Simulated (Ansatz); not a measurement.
Defect migration in diamond with all lengths changed by -1 %: interstitial Li, charge state +1. Method: PBE, PAW (plane waves to 420 eV; Ansatz, an electronic-structure program).

64-site cell at the strained lattice (strain from the relaxed PBE one, atoms relaxed), a 2×2×2 k-point mesh shifted by half a step, smearing 0.01 eV, spin-restricted, no finite-size correction. Energies are static. The host's phase is taken as given; its stability against other phases was not computed. The charge state is imposed; whether it is stable for some Fermi level was not computed. Sites that were not tried may lie lower.

Barriers: single points on a 3×3×3 k-point mesh shifted by half a step at the bands' geometries.

Relaxed starting cell (atoms counted from 1):

```yaml
crystal:
  lattice:
    - [7.07167, 0.00000, 0.00000]
    - [0.00000, 7.07167, 0.00000]
    - [0.00000, 0.00000, 7.07167]
  atoms:
    - { symbol: C, position: [0.00010, 0.00008, 0.25856] }
    - { symbol: C, position: [0.00011, 0.00008, 0.74476] }
    - { symbol: C, position: [0.00012, 0.50009, 0.25250] }
    - { symbol: C, position: [0.00011, 0.50008, 0.75082] }
    - { symbol: C, position: [0.50012, 0.00008, 0.25250] }
    - { symbol: C, position: [0.50011, 0.00008, 0.75082] }
    - { symbol: C, position: [0.50011, 0.50008, 0.25177] }
    - { symbol: C, position: [0.50012, 0.50008, 0.75155] }
    - { symbol: C, position: [0.12585, 0.37655, 0.12740] }
    - { symbol: C, position: [0.12525, 0.37598, 0.62576] }
    - { symbol: C, position: [0.13176, 0.86842, 0.13332] }
    - { symbol: C, position: [0.12585, 0.87435, 0.62519] }
    - { symbol: C, position: [0.62421, 0.37598, 0.12680] }
    - { symbol: C, position: [0.62506, 0.37514, 0.62661] }
    - { symbol: C, position: [0.62365, 0.87435, 0.12739] }
    - { symbol: C, position: [0.62421, 0.87494, 0.62576] }
    - { symbol: C, position: [0.00012, 0.25698, 0.00167] }
    - { symbol: C, position: [0.00011, 0.25093, 0.50166] }
    - { symbol: C, position: [0.00009, 0.74319, 0.00166] }
    - { symbol: C, position: [0.00011, 0.74924, 0.50167] }
    - { symbol: C, position: [0.50011, 0.25092, 0.00166] }
    - { symbol: C, position: [0.50012, 0.25019, 0.50167] }
    - { symbol: C, position: [0.50012, 0.74924, 0.00167] }
    - { symbol: C, position: [0.50010, 0.74998, 0.50166] }
    - { symbol: C, position: [0.12584, 0.12581, 0.37813] }
    - { symbol: C, position: [0.13178, 0.13175, 0.87000] }
    - { symbol: C, position: [0.12526, 0.62419, 0.37756] }
    - { symbol: C, position: [0.12584, 0.62361, 0.87593] }
    - { symbol: C, position: [0.62422, 0.12523, 0.37756] }
    - { symbol: C, position: [0.62363, 0.12581, 0.87593] }
    - { symbol: C, position: [0.62505, 0.62503, 0.37672] }
    - { symbol: C, position: [0.62421, 0.62419, 0.87652] }
    - { symbol: C, position: [0.25701, 0.00008, 0.00166] }
    - { symbol: C, position: [0.25095, 0.00008, 0.50165] }
    - { symbol: C, position: [0.25095, 0.50008, 0.00165] }
    - { symbol: C, position: [0.25022, 0.50009, 0.50166] }
    - { symbol: C, position: [0.74321, 0.00008, 0.00165] }
    - { symbol: C, position: [0.74927, 0.00009, 0.50166] }
    - { symbol: C, position: [0.74927, 0.50009, 0.00166] }
    - { symbol: C, position: [0.75001, 0.50008, 0.50166] }
    - { symbol: C, position: [0.37517, 0.37514, 0.37673] }
    - { symbol: C, position: [0.37601, 0.37598, 0.87651] }
    - { symbol: C, position: [0.37601, 0.87494, 0.37755] }
    - { symbol: C, position: [0.37658, 0.87435, 0.87594] }
    - { symbol: C, position: [0.87497, 0.37598, 0.37755] }
    - { symbol: C, position: [0.87438, 0.37656, 0.87594] }
    - { symbol: C, position: [0.87438, 0.87435, 0.37815] }
    - { symbol: C, position: [0.86844, 0.86842, 0.86999] }
    - { symbol: C, position: [0.25019, 0.25015, 0.25174] }
    - { symbol: C, position: [0.25290, 0.25287, 0.74886] }
    - { symbol: C, position: [0.25290, 0.74729, 0.25444] }
    - { symbol: C, position: [0.25019, 0.75001, 0.75160] }
    - { symbol: C, position: [0.74732, 0.25287, 0.25444] }
    - { symbol: C, position: [0.75004, 0.25015, 0.75160] }
    - { symbol: C, position: [0.75004, 0.75001, 0.25174] }
    - { symbol: C, position: [0.74732, 0.74730, 0.74886] }
    - { symbol: C, position: [0.37659, 0.12581, 0.12739] }
    - { symbol: C, position: [0.37601, 0.12522, 0.62576] }
    - { symbol: C, position: [0.37601, 0.62418, 0.12680] }
    - { symbol: C, position: [0.37517, 0.62502, 0.62661] }
    - { symbol: C, position: [0.86845, 0.13174, 0.13333] }
    - { symbol: C, position: [0.87438, 0.12582, 0.62519] }
    - { symbol: C, position: [0.87438, 0.62361, 0.12740] }
    - { symbol: C, position: [0.87497, 0.62418, 0.62576] }
    - { symbol: Li, position: [0.00011, 0.00008, 0.00165] }
```
Cell charge +1.

End state 1 differs by these moves (Å; atoms that move under 0.08 Å are left out):

```json
[
 {"atom": "48", "element": "C", "Δx": "0.05", "Δy": "0.05", "Δz": "0.05"},
 {"atom": "49", "element": "C", "Δx": "0.05", "Δy": "0.05", "Δz": "0.05"},
 {"atom": "65", "element": "Li", "Δx": "0.88", "Δy": "0.88", "Δz": "0.88"}
]
```

Task: Estimate the forward and backward barriers to end state 1 that PBE, PAW returns for this input.

Result: forward 1.95 eV, backward 1.95 eV; at the saddle point atom 65 has neighbours 6 C at 1.59 Å. The saddle point's order was not checked, and it lies on a symmetry element of the cell, where a band can be held.
